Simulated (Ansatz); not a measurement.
## Pressure series in MgF2

Base system: MgF2 in the rutile structure (space group P4_2/mnm, No. 136; a = 4.639 Å, c = 3.062 Å).

Cell and atoms are relaxed at each pressure.

Levels (all Ansatz, a program for electronic structure, PAW): PBEsol (420 eV, without spin-orbit coupling); HSE06 (420 eV, no SOC).

```json
[
 {"pressure (GPa)": "-1", "band gap, PBEsol (eV)": "6.82", "band gap, HSE06 (eV)": "9.30"},
 {"pressure (GPa)": "0", "band gap, PBEsol (eV)": "6.89", "band gap, HSE06 (eV)": "9.38"},
 {"pressure (GPa)": "0.3", "band gap, PBEsol (eV)": "6.91", "band gap, HSE06 (eV)": "9.40"},
 {"pressure (GPa)": "0.7", "band gap, PBEsol (eV)": "6.94", "band gap, HSE06 (eV)": "9.43"},
 {"pressure (GPa)": "1.5", "band gap, PBEsol (eV)": "6.99", "band gap, HSE06 (eV)": "9.48"},
 {"pressure (GPa)": "3", "band gap, PBEsol (eV)": "?", "band gap, HSE06 (eV)": "?"},
 {"pressure (GPa)": "5", "band gap, PBEsol (eV)": "7.20", "band gap, HSE06 (eV)": "9.71"},
 {"pressure (GPa)": "7.5", "band gap, PBEsol (eV)": "7.34", "band gap, HSE06 (eV)": "9.86"},
 {"pressure (GPa)": "10", "band gap, PBEsol (eV)": "7.47", "band gap, HSE06 (eV)": "10.00"}
]
```

Task: Fit E_g = E₀ + αP + βP² to the rows shown and predict the withheld row.

Result: Least squares on the printed values gives 

- PBEsol: E₀ = 6.89 eV, α = 66.8 meV/GPa, β = -0.90 meV/GPa² (largest residual 0.00 eV); this predicts 7.08 eV, and the run gives 7.08 eV, in agreement
- HSE06: E₀ = 9.38 eV, α = 71.5 meV/GPa, β = -0.93 meV/GPa² (largest residual 0.00 eV); this predicts 9.58 eV, and the run gives 9.58 eV, in agreement.

Single points use the geometry relaxed with PBEsol. Load acts through the strain it causes; cell and atoms are relaxed under it. No phonon test of stability was made. No other phases were tried under pressure. The base started in Pnnm and relaxed to P4_2/mnm at this level.
